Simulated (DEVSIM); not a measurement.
Structure: Schottky contact on n-type Si, at 300 K.

Layer 1 from the left is Si, thickness (μm) 18.0, Nd (cm⁻³) 2e15, τn (s) 0.00011, τp (s) 0.00011. Layer 2 from the left is Si, thickness (μm) 39.0, Nd (cm⁻³) 8.5e17, τn (s) 0.00011, τp (s) 0.00011.

Left contact: Schottky, work function 4.8 eV, emission velocity 1e7 cm/s. Right contact: ohmic. Voltage is applied to the left contact. Recombination: SRH at mid-gap, radiative, Auger. Mobility is constant in doping.

This is a model device: material constants are rounded textbook-type values typed into the input, and sizes, dopings and lifetimes were drawn at random. Values at 300 K.

Si: gap (eV) 1.124, affinity (eV) 4.05, permittivity 11.7, Nc (cm⁻³) 2.86e19, Nv (cm⁻³) 3.1e19, μn (cm²/Vs) 1417, μp (cm²/Vs) 470, B (cm³/s) 4.7e-15, Cn (cm⁶/s) 2.8e-31, Cp (cm⁶/s) 9.9e-32.

Simulated with DEVSIM: 1D drift-diffusion, Boltzmann statistics, complete ionisation; no tunnelling, impact ionisation, image-force lowering or self-heating. Metal contacts follow the ideal Schottky-Mott rule: no Fermi-level pinning, no interface dipoles.

Q: What does the simulation give for the dark forward voltage at 100 A/cm², the potential step across the device at zero bias?

A: dark forward voltage at 100 A/cm² 0.746 V; potential step across the device at zero bias 0.659 V.
